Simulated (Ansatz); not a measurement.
## SiO2, response to strain

Consider SiO2 (space group P3_221, No. 154).

```yaml
crystal:
  lattice:
    - [4.86585, 0.00000, 0.00000]
    - [-2.43292, 4.21395, 0.00000]
    - [0.00000, 0.00000, 5.36522]
  atoms:
    - { symbol: Si, position: [0.00000, 0.46475, 0.33333] }
    - { symbol: Si, position: [0.53525, 0.53525, 0.00000] }
    - { symbol: Si, position: [0.46475, 0.00000, 0.66667] }
    - { symbol: O, position: [0.27611, 0.41114, 0.22119] }
    - { symbol: O, position: [0.58886, 0.86497, 0.88785] }
    - { symbol: O, position: [0.72389, 0.13503, 0.44548] }
    - { symbol: O, position: [0.86497, 0.58886, 0.11215] }
    - { symbol: O, position: [0.41114, 0.27611, 0.77881] }
    - { symbol: O, position: [0.13503, 0.72389, 0.55452] }
```

Strains are applied to the cell and any free atomic positions relax.

Method: DFT with LDA, PAW potentials and a 420 eV plane-wave cutoff in Ansatz (a quantum-chemistry and plane-wave program), no SOC.

Candidates:
(a) isotropic strain −3.00 %
(b) isotropic strain −1.50 %
(c) isotropic strain −2.25 %

Before the change:

The band gap is 5.83 eV.

Question: Order them by band gap, highest first.

Answer: (a) isotropic strain −3.00 % (6.14 eV), (c) isotropic strain −2.25 % (6.06 eV), (b) isotropic strain −1.50 % (5.98 eV)

Whether these cells are dynamically stable was not tested.
